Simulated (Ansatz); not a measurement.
## A computed series for WC: response to strain

Start from WC (space group P-6m2, No. 187; a = 2.8991 Å, c = 2.8268 Å; relaxed with 0.1 eV smearing). Axes: x lies along a and z along c of the hexagonal cell.

Strains are applied to the cell and any free atomic positions relax; under biaxial strain the out-of-plane vector relaxes too.

Level of theory: Ansatz (an electronic-structure program), PBEsol, PAW, cutoff 420 eV, no spin-orbit coupling.

Candidates:
(a) biaxial strain +1.00 %, plane normal [001], relaxed out of plane
(b) biaxial strain −2.50 %, plane normal [001], relaxed out of plane
(c) biaxial strain +0.50 %, plane normal [001], relaxed out of plane

Question: Order them by out-of-plane strain, highest first.

Answer: (b) biaxial strain −2.50 %, plane normal [001], relaxed out of plane (+1.01 %), (c) biaxial strain +0.50 %, plane normal [001], relaxed out of plane (-0.19 %), (a) biaxial strain +1.00 %, plane normal [001], relaxed out of plane (-0.37 %)

Stability against distortions was not tested. The final runs are not spin-polarised.
